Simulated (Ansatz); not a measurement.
The starting structures come from a database of crystals and need not be the phases stable at ambient conditions.

 Where the default PAW files enter, the runs use the earlier of Ansatz's two default sets.

By LDA, the system below comes out a metal.

The ballistic (Sharvin) conductance counts the channels at the Fermi level: G/A = (e²/h) × channels of both spins per area.

Input:

```yaml
crystal:
  lattice:
    - [3.52141, 0.00000, 0.00000]
    - [0.00000, 6.74561, 0.00000]
    - [0.00000, 0.00000, 6.74561]
  atoms:
    - { symbol: Nb, position: [0.00000, 0.50000, 0.50000] }
    - { symbol: Nb, position: [0.00000, 0.00000, 0.00000] }
    - { symbol: Nb, position: [0.50000, 0.17145, 0.67145] }
    - { symbol: Nb, position: [0.50000, 0.82855, 0.32855] }
    - { symbol: Nb, position: [0.50000, 0.67145, 0.82855] }
    - { symbol: Nb, position: [0.50000, 0.32855, 0.17145] }
    - { symbol: Si, position: [0.00000, 0.62727, 0.12727] }
    - { symbol: Si, position: [0.00000, 0.37273, 0.87273] }
    - { symbol: Si, position: [0.00000, 0.12727, 0.37273] }
    - { symbol: Si, position: [0.00000, 0.87273, 0.62727] }
```

Space group of this cell: P4/mbm. The cell is taken as given; by LDA its mean pressure is -8.6 GPa.

The current flows along the normal of the first two printed cell vectors, the (100) plane of the conventional cell. No spin-orbit coupling; the value is a mean over 0.1 eV about the Fermi level.

Task: Give the ballistic conductance per area that Ansatz (a first-principles code) with LDA yields.

Result: 0.68 × 10¹⁵ S/m² for both spins.
